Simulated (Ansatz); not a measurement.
For TiO2 (P4₂/mnm, No. 136, 12 atoms in the cell; start mp-1041565), LDA (Ansatz, a program for electronic structure, plane waves, PAW) gives:

```
Item                        Value
-------------------  ------------
lattice constant a        4.548 Å
lattice parameter c       2.917 Å
cohesive energy      8.09 eV/atom
```

Question: What does PBE-D3(BJ) in Ansatz (PAW) give for the same quantities?

Answer: 
- lattice constant a: 4.608 Å (rises by 1.3 %)
- lattice parameter c: 2.954 Å (goes up by 1.3 %)
- cohesive energy: 7.10 eV/atom (decreases by 0.99 eV/atom)

Changes are worked out from the printed values.

Unless a cell is named, each level is at its own relaxed cell (LDA 10.06, PBE-D3(BJ) 10.46 Å³/atom).

Caveats: the relaxation could not lower the start's symmetry, so the cell can be a saddle point above a distorted one (LDA, PBE-D3(BJ)). Ansatz's density-functional and Hartree–Fock values are scalar-relativistic unless marked +SOC, with PAW data made under PBE.

A start named mp-… is a Materials Project structure, which need not be a measured phase.
